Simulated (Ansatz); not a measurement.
Cost and result by functional for the adsorption energy of O on the 1x1 (111) surface of fcc Rh, one in a 2x2 cell, started at the site 'bridge Rh-Rh (span 2.7 Å)', in Ansatz (plane waves, PAW). Single points on the PBE structure, on one kind of machine; costs are rough ratios of the slab run's core time (references not counted) to the cheapest single point. r2SCAN's cost holds its higher cutoff (500 against 420 eV). Differences are taken against r2SCAN for comparison alone: no measured value is at hand, so the table doesn't rank accuracy.

Slab: 17 atoms, 6.5 Å thick at the start under the adsorbate (thin: gaps and levels are the slab's own); k 6x6x1, smearing 0.1 eV, dipole-corrected; 8 atoms held, the rest relaxed; symmetry of the start imposed; no spin, no spin-orbit, no U, no dispersion correction. At the end it is bonded to 3 Rh. In PBE it is, or lies within 0.03 eV of, the lowest of the starts that converged. These notes are the PBE run's. Adsorption energies are against ½ O2(g). A negative adsorption energy means that the adsorbate is more stable on the surface than in its reference.

```
functional                     relative cost  adsorption energy (eV)  less r2SCAN (eV)
-----------------------------  -------------  ----------------------  ----------------
RPBE                                       1                   -1.71              0.44
r2SCAN                                     2                   -2.15              0.00
PBE (the relaxed run's value)              –                   -1.98              0.16
```

The values span 0.44 eV, while the single points' costs differ by a factor of roughly 2. Differences are of unrounded values.

Ansatz is an electronic-structure program.
